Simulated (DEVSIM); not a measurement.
System: abrupt GaAs p-n junction, at 300 K.

| layer (left to right) | material | thickness (μm) | Nd (cm⁻³) | Na (cm⁻³) | τn (s) | τp (s) |
|---|---|---|---|---|---|---|
| 1 | GaAs | 0.140 | - | 8.8e17 | 2.1e-9 | 2.1e-9 |
| 2 | GaAs | 8.40 | 1e15 | - | 2.1e-9 | 2.1e-9 |

Left contact: ohmic. Right contact: ohmic. Voltage is applied to the left contact. Recombination: SRH at mid-gap, Auger. Mobility is μmin + (μ − μmin)/(1 + (N/Nref)^α).

The device is made up for the run: typed textbook-type constants, with dimensions and the other settings drawn at random. Values at 300 K.

```
parameter        GaAs
-------------  ------
gap (eV)        1.424
affinity (eV)    4.07
permittivity     12.9
Nc (cm⁻³)      4.7e17
Nv (cm⁻³)        9e18
μn (cm²/Vs)      8500
μp (cm²/Vs)       400
μn,min            500
μp,min             20
Nref,n           6e16
Nref,p         1.5e17
αn               0.39
αp               0.38
Cn (cm⁶/s)      1e-30
Cp (cm⁶/s)      1e-30
```

Model (solved in DEVSIM): 1D drift-diffusion, Boltzmann statistics, complete ionisation; no tunnelling, impact ionisation, image-force lowering or self-heating.

Tabulate band edges, carrier densities and field at 1.05 V on the left contact.

Energies count from the Fermi level of the right contact; mesh points crowd at the junctions.

| x (μm) | Ec (eV) | Ev (eV) | n (cm⁻³) | p (cm⁻³) | field (V/cm) |
|---|---|---|---|---|---|
| 0.000 | 0.314 | -1.110 | < 1e2 | 8.8e17 | ≈ 0 |
| 0.01817 | 0.314 | -1.110 | 2.6e11 | 8.8e17 | ≈ 0 |
| 0.04302 | 0.314 | -1.110 | 6.2e11 | 8.8e17 | ≈ 0 |
| 0.08077 | 0.314 | -1.110 | 1.2e12 | 8.8e17 | ≈ 0 |
| 0.1189 | 0.314 | -1.110 | 1.7e12 | 8.7e17 | -750 |
| 0.1380 | 0.294 | -1.129 | 4.1e12 | 4.2e17 | -38000 |
| 0.1568 | 0.238 | -1.186 | 3.7e13 | 4.7e16 | -19000 |
| 0.2043 | 0.187 | -1.237 | 2.7e14 | 6.5e15 | -6500 |
| 0.2785 | 0.157 | -1.267 | 8.5e14 | 2.0e15 | -2400 |
| 0.4029 | 0.142 | -1.282 | 1.6e15 | 1.0e15 | -510 |
| 0.6435 | 0.138 | -1.286 | 1.7e15 | 7.8e14 | 25 |
| 1.257 | 0.142 | -1.282 | 1.6e15 | 5.6e14 | 52 |
| 2.213 | 0.146 | -1.278 | 1.3e15 | 3.3e14 | 42 |
| 3.970 | 0.152 | -1.272 | 1.1e15 | 1.1e14 | 25 |
| 6.357 | 0.156 | -1.268 | 1.0e15 | 2.2e13 | 14 |
| 7.364 | 0.158 | -1.266 | 1.0e15 | 9.2e12 | 12 |
| 7.884 | 0.158 | -1.266 | 1.0e15 | 4.8e12 | 12 |
| 8.194 | 0.159 | -1.265 | 1.0e15 | 2.5e12 | 12 |
| 8.393 | 0.159 | -1.265 | 1.0e15 | 1.0e12 | 12 |
| 8.471 | 0.159 | -1.265 | 1.0e15 | 4.9e11 | 12 |
| 8.514 | 0.159 | -1.265 | 1.0e15 | 1.9e11 | 12 |
| 8.540 | 0.159 | -1.265 | 1.0e15 | < 1e2 | 12 |
